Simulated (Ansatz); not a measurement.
Start from SiO$_{2}$ (space group P3_221, No. 154).

Space group P3₂21 (No. 154); a = 5.022 Å, b = 5.022 Å, c = 5.510 Å, α = 90.00°, β = 90.00°, γ = 120.00°

```csv
atom,site,symmetry,x,y,z
Si,3a,.2.,0.4767,0.4767,0.0000
O,6c,1,0.1591,0.4145,0.1282
```

Computed with PBE/PAW in Ansatz (an electronic-structure program), no SOC.

Before the change:

* **Shortest interatomic distance**: 1.626 Å

It is then changed as follows: cell and atoms relaxed at a pressure of 30 GPa.

### Question
Predict the new shortest interatomic distance.

### Answer
The shortest interatomic distance falls by 0.026 Å (1.626 Å → 1.600 Å).

Load acts through the strain it causes; cell and atoms are relaxed under it. No phonon test of stability was made. Competing high-pressure phases were not computed.
